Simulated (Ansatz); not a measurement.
# A computed series for WSe2: response to strain and stress

The reference is WSe$_{2}$ in the 2H-MoS2 type structure (space group P6_3/mmc, No. 194; layered, stacked along the Cartesian z axis).

```
CELL_PARAMETERS angstrom
      3.27899     0.00000     0.00000
     -1.63949     2.83969     0.00000
      0.00000     0.00000    12.78582
ATOMIC_POSITIONS crystal
  W  0.33333 0.66667 0.25000
  W  0.66667 0.33333 0.75000
  Se 0.33333 0.66667 0.61827
  Se 0.66667 0.33333 0.11827
  Se 0.66667 0.33333 0.38173
  Se 0.33333 0.66667 0.88173
```

Cartesian axes are those of the cell as printed.

Strains are applied to the cell and any free atomic positions relax; under biaxial strain the out-of-plane vector relaxes too; under stress the whole cell relaxes.

All numbers come from Ansatz (a first-principles code) PBE-D3(BJ), no spin-orbit coupling, earlier PAW set.

Candidates:
(a) uniaxial stress, 0.5 GPa tension along z
(b) biaxial strain −1.55 %, plane normal [001], relaxed out of plane
(c) isotropic strain +1.90 %

For the base:

```
Property              Result
-------------------  -------
Smallest direct gap  1.57 eV
```

### Question
Order them by smallest direct gap, lowest first.

### Answer
(c) isotropic strain +1.90 % (1.37 eV), (a) uniaxial stress, 0.5 GPa tension along z (1.58 eV), (b) biaxial strain −1.55 %, plane normal [001], relaxed out of plane (1.77 eV)

Spin-orbit coupling, missing from the scalar runs, can matter with W. Stability under load was not tested beyond the relaxation.
